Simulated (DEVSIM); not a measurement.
Structure: illuminated Si p-on-n cell, one wavelength, at 400 K.

| layer (left to right) | material | thickness (μm) | Nd (cm⁻³) | Na (cm⁻³) | τn (s) | τp (s) | absorption coefficient (cm⁻¹) |
|---|---|---|---|---|---|---|---|
| 1 | Si | 0.100 | - | 1e19 | 1.4e-6 | 3.6e-7 | 100 |
| 2 | Si | 38.0 | 1.7e17 | - | 1.7e-5 | 1.7e-5 | 100 |

Left contact: ohmic, minority electron recombination velocity 30 cm/s. Right contact: ohmic, minority hole recombination velocity 200 cm/s. Voltage is applied to the left contact. Recombination: SRH at mid-gap, radiative, Auger. Light enters at the left, 5.7e17 photons cm⁻² s⁻¹, one pass, no reflection. Mobility is μmin + (μ − μmin)/(1 + (N/Nref)^α).

This is a model device: material constants are rounded textbook-type values typed into the input, and sizes, dopings and lifetimes were drawn at random. Values at 300 K; Nc and Nv go as T^1.5, mobilities as T to minus their exponent, the gap by Varshni's rule with the affinity fixed.

| parameter | Si |
|---|---|
| gap (eV) | 1.124 |
| affinity (eV) | 4.05 |
| permittivity | 11.7 |
| Nc (cm⁻³) | 2.86e19 |
| Nv (cm⁻³) | 3.1e19 |
| μn (cm²/Vs) | 1417 |
| μp (cm²/Vs) | 470 |
| μn,min | 52 |
| μp,min | 45 |
| Nref,n | 9.7e16 |
| Nref,p | 2.2e17 |
| αn | 0.68 |
| αp | 0.72 |
| T exponent of μn | 2.3 |
| T exponent of μp | 2.2 |
| B (cm³/s) | 4.7e-15 |
| Cn (cm⁶/s) | 2.8e-31 |
| Cp (cm⁶/s) | 9.9e-32 |
| Varshni α (eV/K) | 0.000473 |
| Varshni β (K) | 636 |

Simulated with DEVSIM: 1D drift-diffusion, Boltzmann statistics, complete ionisation; no tunnelling, impact ionisation, image-force lowering or self-heating.

Base results: fill factor 0.76; potential step across the device at zero bias (V) 0.851; dark forward voltage at 1 A/cm² (V) 0.632; largest power (mW/cm²) 9.94.

**Question.** What follows from this one change: doping Nd of layer 2 1.7e+17 → 5.1e+18 cm^-3?

**Answer.** fill factor little changed (0.75); potential step across the device at zero bias 0.851 → 0.968 V; dark forward voltage at 1 A/cm² 0.632 → 0.665 V; largest power 9.94 → 1.76 mW/cm².

**Question.** What follows from this one change: temperature 400 → 450 K?

**Answer.** fill factor 0.76 → 0.70; potential step across the device at zero bias 0.851 → 0.791 V; dark forward voltage at 1 A/cm² 0.632 → 0.545 V; largest power 9.94 → 7.20 mW/cm².

**Question.** What follows from this one change: constant mobility in place of the doping-dependent one?

**Answer.** fill factor little changed (0.76); potential step across the device at zero bias little changed (0.851 V); dark forward voltage at 1 A/cm² little changed (0.630 V); largest power 9.94 → 10.3 mW/cm².

**Question.** What follows from this one change: Auger recombination switched off?

**Answer.** fill factor little changed (0.76); potential step across the device at zero bias little changed (0.851 V); dark forward voltage at 1 A/cm² little changed (0.635 V); largest power 9.94 → 10.1 mW/cm².
